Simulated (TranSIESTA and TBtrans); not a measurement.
Junction: pyrene-2,7-diyl held by direct bond between the apex atoms of two Al(100) rods. Leads: fcc Al rod along [100], layers of 5 and 4 atoms, a = 4.04 Å. Geometry: as built, not relaxed. Transport runs along z; the first 18 and the last 18 of the 93 atoms are the lead cells, repeated to infinity.

```xyz
93
Lattice="14.263 0.000 0.000 0.000 14.263 0.000 0.000 0.000 43.435" Properties=species:S:1:pos:R:3 pbc="F F T"
Al     7.132     7.132     0.000
Al     9.988     7.132     0.000
Al     7.132     9.988     0.000
Al     4.275     7.132     0.000
Al     7.132     4.275     0.000
Al     8.560     8.560     2.020
Al     5.703     8.560     2.020
Al     8.560     5.703     2.020
Al     5.703     5.703     2.020
Al     7.132     7.132     4.040
Al     9.988     7.132     4.040
Al     7.132     9.988     4.040
Al     4.275     7.132     4.040
Al     7.132     4.275     4.040
Al     8.560     8.560     6.060
Al     5.703     8.560     6.060
Al     8.560     5.703     6.060
Al     5.703     5.703     6.060
Al     7.132     7.132     8.080
Al     9.988     7.132     8.080
Al     7.132     9.988     8.080
Al     4.275     7.132     8.080
Al     7.132     4.275     8.080
Al     8.560     8.560    10.100
Al     5.703     8.560    10.100
Al     8.560     5.703    10.100
Al     5.703     5.703    10.100
Al     7.132     7.132    12.120
Al     9.988     7.132    12.120
Al     7.132     9.988    12.120
Al     4.275     7.132    12.120
Al     7.132     4.275    12.120
Al     8.560     8.560    14.140
Al     5.703     8.560    14.140
Al     8.560     5.703    14.140
Al     5.703     5.703    14.140
Al     7.132     7.132    16.160
C      7.132     7.132    18.210
C      7.171     5.918    18.904
C      7.172     5.908    20.307
C      7.211     4.698    21.018
C      7.211     4.698    22.417
C      7.172     5.908    23.128
C      7.171     5.918    24.531
C      7.132     7.132    25.225
C      7.092     8.345    24.531
C      7.092     8.356    23.128
C      7.052     9.565    22.417
C      7.052     9.565    21.018
C      7.092     8.356    20.307
C      7.092     8.345    18.904
C      7.132     7.132    21.012
C      7.132     7.132    22.423
H      7.202     4.990    18.346
H      7.242     3.752    20.491
H      7.242     3.752    22.944
H      7.202     4.990    25.089
H      7.061     9.273    25.089
H      7.021    10.511    22.944
H      7.021    10.511    20.491
H      7.062     9.273    18.346
Al     7.132     7.132    27.275
Al     8.560     8.560    29.295
Al     5.703     8.560    29.295
Al     8.560     5.703    29.295
Al     5.703     5.703    29.295
Al     7.132     7.132    31.315
Al     9.988     7.132    31.315
Al     7.132     9.988    31.315
Al     4.275     7.132    31.315
Al     7.132     4.275    31.315
Al     8.560     8.560    33.335
Al     5.703     8.560    33.335
Al     8.560     5.703    33.335
Al     5.703     5.703    33.335
Al     7.132     7.132    35.355
Al     9.988     7.132    35.355
Al     7.132     9.988    35.355
Al     4.275     7.132    35.355
Al     7.132     4.275    35.355
Al     8.560     8.560    37.375
Al     5.703     8.560    37.375
Al     8.560     5.703    37.375
Al     5.703     5.703    37.375
Al     7.132     7.132    39.395
Al     9.988     7.132    39.395
Al     7.132     9.988    39.395
Al     4.275     7.132    39.395
Al     7.132     4.275    39.395
Al     8.560     8.560    41.415
Al     5.703     8.560    41.415
Al     8.560     5.703    41.415
Al     5.703     5.703    41.415
```

Run with TranSIESTA and TBtrans (open boundaries, self-consistent; PseudoDojo norm-conserving potentials, scalar-relativistic): PAO.BasisSize SZP, PAO.EnergyShift 0.15 eV, XC.Authors PBE, Mesh.Cutoff 150 Ry, ElectronicTemperature 300 K, TS.Voltage 0.0 eV, TBT.Elecs.Eta 0.001 eV, no spin polarisation.

Energies count from the leads' Fermi level. Transmissions are for one spin of a degenerate pair. The energy step is 0.02 eV; narrower resonances are cut or missed.

| E (eV) | T |
|---|---|
| -0.20 | 0.00746 |
| -0.16 | 0.00791 |
| -0.12 | 0.00839 |
| -0.08 | 0.00888 |
| -0.04 | 0.00938 |
| 0.00 | 0.00987 |
| 0.04 | 0.0104 |
| 0.08 | 0.0108 |
| 0.12 | 0.0112 |
| 0.16 | 0.0116 |
| 0.20 | 0.0118 |

**Question.** Give the zero-bias conductance in μS and the resistance at 300 K.

**Answer.** At the Fermi level T = 0.00987. Averaged with −∂f/∂E over the full grid (kT = 25.9 meV) it is 0.00986. With G0 = 2e²/h = 77.48 μS, G = 0.764 μS and R = 1/G = 1310 kΩ.

**Question.** Estimate the thermopower by Mott's formula S = −(π²/3)(kB²T/e) d ln T/dE from the rows at -0.04 and 0.04 eV.

**Answer.** d ln T/dE = 1.29 eV⁻¹ and (π²/3) kB²T/e = 7.33 μV/K · eV, so S = -9.5 μV/K; the full integral gives -8.9 μV/K. A negative sign means that T rises with energy over the thermal window.

**Question.** The eigenchannels at the Fermi level transmit 0.00985. What Fano factor of the shot noise follows at low temperature and bias?

**Answer.** F = Σ τ(1 − τ)/Σ τ = 0.00975/0.00985 = 0.99.

The leads' channel count changes near 0.03 eV, within the thermal window, so values at the Fermi level hang on where that band edge falls. Semilocal functionals put molecular levels too close to the Fermi level and tend to overestimate such conductances.
